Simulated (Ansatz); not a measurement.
The parent structure is MgSe in the rock salt structure (space group Fm-3m, No. 225; a = 5.450 Å).

It is then changed as follows: a negative pressure, −2 GPa.

Levels (all Ansatz, a quantum-chemistry and plane-wave program, PAW): PBEsol (420 eV, no spin-orbit coupling); r2SCAN (500 eV, no spin-orbit coupling); HSE06 (420 eV, no spin-orbit coupling).

One geometry, relaxed with PBEsol, under each level:

Notes on the quantities. hole mass: degenerate bands, along [100].

| level | band gap | lowest conduction level above the VBM at special points | electron mass | hole mass | pressure |
|---|---|---|---|---|---|
| PBEsol | 1.72 eV | X 1.72 eV; Γ 2.29 eV; K 2.96 eV; U 2.96 eV | 0.48 mₑ along k, 0.23 mₑ across (at X) | 0.15, 0.81, 0.81 mₑ (at Γ) | -20.1 kbar |
| r2SCAN | 2.44 eV | X 2.44 eV; Γ 3.29 eV; K 3.67 eV; U 3.67 eV | 0.48 mₑ along k, 0.26 mₑ across (at X) | 0.20, 0.81, 0.81 mₑ (at Γ) | -13.2 kbar |
| HSE06 | ? | ? | – | – | – |

Give the withheld HSE06 results.


- HSE06, band gap: 2.62 eV
- HSE06, lowest conduction level above the VBM at special points: X 2.62 eV; Γ 3.38 eV; K 3.90 eV

Single points use the geometry relaxed with PBEsol. Their cutoffs differ, which shifts pressures a little. The hybrid gap comes from the SCF mesh plus the semilocal run's edge points and a few special points and is an upper bound. Load acts through the strain it causes; cell and atoms are relaxed under it. Masses are band curvatures over ±0.01 Å⁻¹ around the edge. Along k means along the line from Γ to the band edge. Stability against distortions was not tested.
